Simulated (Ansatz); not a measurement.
An Ansatz (an electronic-structure program) run: hypothetical fluorite HfGe2 with a change (Hf → Ta); DFT with PBEsol, PAW potentials and a 420 eV plane-wave cutoff in Ansatz, scalar-relativistic without spin-orbit coupling, earlier PAW set.

Input:

Ansatz 0.2 input:
```yaml
crystal:
  lattice:
    - [0, 3.0947865777, 3.0947865777]
    - [3.0947865777, 0, 3.0947865777]
    - [3.0947865777, 3.0947865777, 0]
  atoms:
    - { symbol: Ta, position: [0, 0, 0] }
    - { symbol: Ge, position: [0.25, 0.25, 0.25] }
    - { symbol: Ge, position: [0.75, 0.75, 0.75] }
basis: { ecutwfc: 420, ecutrho_ratio: 4, xc_grid: 2, fft_grid_basis: typed }
kpoints: { mp_grid: { grid: [13, 13, 13] } }
hamiltonian:
  xc: pbesol
  dispersion: none
  pseudopotentials: { azcp: { folder: ./paw }, kind: paw }
scf: { occupations: { method: fermi_dirac, width: 0.05 }, convergence: { dr2_threshold: 0.0000000003 } }
output: { forces: true, stress: true }
checkpoint: { write: state.ck, write_every: 1000 }
```

Output:

```
WARN ansatz: RAYON_NUM_THREADS=2 ignored (pool sized by the plan → 2); use --threads N
Pseudopotentials: kind: paw
Pseudopotential: Ta, paw, valence charge 13
Pseudopotential: Ge, paw, valence charge 14
Functional definition: PBEsol
Crystal: 3 atoms, lattice volume = 59.282 Å³
Basis set: ecut = 420 eV, 1139 PW (Γ), exchange–correlation on 60×60×60 points (8 copies of the dense FFT grid, shifted against one another)
Bands: 25, of which v1, the nominal top of the filled ones, is band 21 counted from 1 (20 counted from 0)
Symmetry: 48 space group operations
Space group: Fm-3m (ITA 225), of the structure as read, at distance tolerance 3.9e-5 Å
k-points: 84 of 2197
PAW frozen core: Ta, regenerated for the run's functional, and the local potential with it
PAW frozen core: Ge, regenerated for the run's functional, and the local potential with it
Initial density: superposition of atomic densities (chi_scale 0.1, normalization cell, long waves kept (reshape's long-wave potential 0.00 eV rms))
Initial wavefunctions: pseudopotential atomic-orbital guess
Eigensolver: davidson
Functional: x = pbesol(κ = 0.804, μ = 0.12345679012345678), c = pbesol(β = 0.046)
SCF iter   1: F=—  HF=-18313.530600 eV  |F-HF|=—  |Δ(HF+E_count)|=         —  Δρ=4.37e-2  dr2=1.87e0  ethr=3.10e-3  ⟨swp⟩=5.8  Hψ=9046  notcnv=0
all-band conjugate gradients solve this SCF's bands
preconditioner: auto → Kerker (q_TF=auto, 2.566 Å⁻¹)
SCF iter   2: F=—  HF=-18313.172524 eV  |F-HF|=—  |Δ(HF+E_count)|=   3.58e-1  Δρ=2.26e-2  dr2=3.36e-1  ethr=3.10e-3  ⟨swp⟩=2.9  Hψ=4328  notcnv=0
SCF iter   3: F=—  HF=-18313.109330 eV  |F-HF|=—  |Δ(HF+E_count)|=   6.32e-2  Δρ=1.03e-2  dr2=7.50e-2  ethr=8.20e-4  ⟨swp⟩=3.0  Hψ=3840  notcnv=0
SCF iter   4: F=—  HF=-18313.094678 eV  |F-HF|=—  |Δ(HF+E_count)|=   1.47e-2  Δρ=3.48e-3  dr2=1.25e-2  ethr=1.83e-4  ⟨swp⟩=2.0  Hψ=3864  notcnv=0
SCF iter   5: F=—  HF=-18313.092830 eV  |F-HF|=—  |Δ(HF+E_count)|=   1.85e-3  Δρ=1.65e-3  dr2=3.15e-3  ethr=3.05e-5  ⟨swp⟩=2.1  Hψ=3447  notcnv=0
SCF iter   6: F=—  HF=-18313.093038 eV  |F-HF|=—  |Δ(HF+E_count)|=   2.08e-4  Δρ=4.21e-4  dr2=1.21e-4  ethr=7.68e-6  ⟨swp⟩=2.0  Hψ=2619  notcnv=0
SCF iter   7: F=—  HF=-18313.093125 eV  |F-HF|=—  |Δ(HF+E_count)|=   8.74e-5  Δρ=6.20e-5  dr2=1.81e-6  ethr=2.95e-7  ⟨swp⟩=2.0  Hψ=3491  notcnv=0
SCF iter   8: F=—  HF=-18313.093128 eV  |F-HF|=—  |Δ(HF+E_count)|=   2.28e-6  Δρ=1.90e-5  dr2=1.71e-7  ethr=4.42e-9  ⟨swp⟩=2.0  Hψ=3491  notcnv=0
SCF iter   9: F=—  HF=-18313.093128 eV  |F-HF|=—  |Δ(HF+E_count)|=   4.50e-7  Δρ=2.66e-6  dr2=3.01e-9  ethr=4.18e-10  ⟨swp⟩=2.0  Hψ=3514  notcnv=0
SCF iter  10: F=-18313.093128 eV  HF=-18313.093128 eV  |F-HF|=2.07e-10  |Δ(HF+E_count)|=   1.11e-8  Δρ=4.93e-7  dr2=9.47e-11  ethr=1.00e-12  ⟨swp⟩=5.0  Hψ=7462  notcnv=0
SCF 1 converged in 10 iterations: F = -18313.093128 eV  dr2 = 9.47e-11
SCF converged after 10 iterations
Free energy (F): -18313.093128 eV
Harris-Foulkes:  -18313.093128 eV  (|F-HF|=2.07e-10)
Internal energy: -18313.071398 eV  (E = F + TS)
E sigma→0 (E₀):  -18313.082263 eV
Entropy (-TS):   -0.021731 eV (-7.244 meV/atom)
Fermi energy:    12.351125 eV
--- Per-component energies (eV) ---
  E_band       = -381.274501
  E_kinetic    = 580.714332
  E_local      = -4800.026584  (includes V_loc(G=0)·N_el)
  E_nonlocal   = 428.262001
  E_hartree    = 2229.050062
  E_xc         = -461.462663
  E_vxc        = -364.344742  (∫ρ·V_xc dr)
  E_paw        = -12123.740894  (= ΣΔE_a)
  E_vpaw       = -683.979923  (= ΣTr[D̂ρ^β])
  E_aug_tail   = 0.000123  (compensation charges beyond the density's cutoff)
  E_ewald      = -4167.917363
  E_core_change = 2.049588  (= ΣΔE_core)
  E_smearing   = -0.021731  (= −TS)
  E_closure    = -0.000000  (closes the sum)
  Σ components = -18313.093128   (vs F -18313.093128, Δ=0.00e0)
  [band-id]    e_kinetic+e_local+e_nonlocal+2·e_hartree+e_vxc+e_vpaw+e_augmentation_tail = -381.274669   (vs E_band -381.274501, Δ=-1.69e-4)
--- Forces (eV/Å), atoms counted from 1 ---
  atom   1  Ta    -0.00000000     0.00000000     0.00000000
  atom   2  Ge     0.00000000    -0.00000000     0.00000000
  atom   3  Ge    -0.00000000     0.00000000    -0.00000000
  max |Σ_I F_I| component: 1.85e-17 eV/Å
--- Stress (GPa, compression-positive) ---
       -0.003271      -0.000000       0.000000
        0.000000      -0.003271       0.000000
       -0.000000      -0.000000      -0.003271
  P = ⅓ Tr σ = -0.0033 GPa (-0.033 kbar)
  The stress holds the Pulay correction. Without it, at fixed plane waves, as pw.x and ABINIT print it: P = -0.0394 GPa
  The stress includes an estimate of the error left by incomplete SCF convergence (largest component 0.0001 GPa).
--- Band table ---
  band table: none
```

Whether these cells are dynamically stable was not tested. The final runs are not spin-polarised. An odd electron count without spin: TaGe2. The cell was made from HfGe2 by this change: Hf → Ta; the result is a hypothetical phase, not in the database extracts checked. TaGe2 has a high density of states at the Fermi level and may be magnetic at this level.
